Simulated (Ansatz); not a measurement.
The reference is CaSe in the rock salt structure (space group Fm-3m, No. 225; a = 5.869 Å). Axes: x, y, z lie along the cube axes.

Method: PBEsol/PAW in Ansatz (a program for electronic structure), no spin-orbit coupling.

Strains are applied to the cell and any free atomic positions relax.

One change was made to it. Results:

| quantity | base | after |
|---|---|---|
| valence-band top at Γ (three highest levels, from the VBM) | 0.00, 0.00, 0.00 eV | 0.00, -0.01, -0.01 eV |
| band gap | 1.88 eV | 1.84 eV |
| energy relative to the base (free energy F) | 0 meV/atom | +1.0 meV/atom |

Problem. Name the change that was made.
A) uniaxial strain ε_zz = +2.00 %
B) uniaxial strain ε_zz = −1.00 %
C) uniaxial strain ε_zz = −1.50 %
D) uniaxial strain ε_zz = +3.00 %

Solution. B, uniaxial strain ε_zz = −1.00 %. For comparison, the energy relative to the base in the other runs: uniaxial strain ε_zz = −1.50 % gives +2.2 meV/atom; uniaxial strain ε_zz = +3.00 % gives +7.4 meV/atom; uniaxial strain ε_zz = +2.00 % gives +3.4 meV/atom.

Whether these cells are dynamically stable was not tested.
